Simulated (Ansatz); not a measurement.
A computed series for Au: response to strain

The reference is Au in the fcc (Cu type) structure (space group Fm-3m, No. 225; a = 4.048 Å; relaxed with 0.1 eV smearing). Axes: x, y, z lie along the cube axes.

Strains are applied to the cell and any free atomic positions relax; under biaxial strain the out-of-plane vector relaxes too.

Level of theory: Ansatz (a first-principles code) LDA, without spin-orbit coupling.

Notes on the quantities. pressure: mean of the normal stresses, compression positive.

| case | out-of-plane strain | shortest interatomic distance | pressure |
|---|---|---|---|
| base | – | 2.862 Å | 0.0 GPa |
| biaxial strain −3.00 %, plane normal [001], relaxed out of plane | +5.17 % | 2.776 Å | 2.5 GPa |
| biaxial strain −2.50 %, plane normal [001], relaxed out of plane | +4.31 % | 2.791 Å | 1.9 GPa |
| biaxial strain −2.00 %, plane normal [001], relaxed out of plane | +3.44 % | 2.805 Å | 1.4 GPa |
| biaxial strain −1.00 %, plane normal [001], relaxed out of plane | +1.71 % | 2.834 Å | 0.6 GPa |
| biaxial strain −0.50 %, plane normal [001], relaxed out of plane | +0.85 % | 2.848 Å | 0.3 GPa |
| biaxial strain +0.50 %, plane normal [001], relaxed out of plane | -0.85 % | 2.857 Å | -0.3 GPa |
| biaxial strain +1.00 %, plane normal [001], relaxed out of plane | -1.71 % | 2.852 Å | -0.5 GPa |
| biaxial strain +1.50 %, plane normal [001], relaxed out of plane | -2.59 % | 2.847 Å | -0.6 GPa |
| biaxial strain +2.50 %, plane normal [001], relaxed out of plane | -4.39 % | 2.837 Å | -0.7 GPa |

Whether these cells are dynamically stable was not tested.
